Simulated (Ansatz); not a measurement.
HgS (model structure, started from the WC type, P-6m2, No. 187, 2 atoms in the cell): equilibrium lattice constant a by level of theory

No measured value is used here.

```tsv
level (code)	value (Å)
PBE (Ansatz)	3.828
PBEsol (Ansatz)	3.730
PBE-D3(BJ) (Ansatz)	…
```

Task: Some entries are withheld; supply them.

Result: 
- PBE-D3(BJ) (Ansatz, a program for electronic structure), value (Å): 3.749

Density-functional levels without +SOC have no spin–orbit coupling. Ansatz's density-functional and Hartree–Fock values are scalar-relativistic unless marked +SOC, with PAW data made under PBE.

A model structure was made by putting elements into a prototype or built by hand; it is no filed structure, need not be a known phase, and can be a saddle point held by its symmetry.
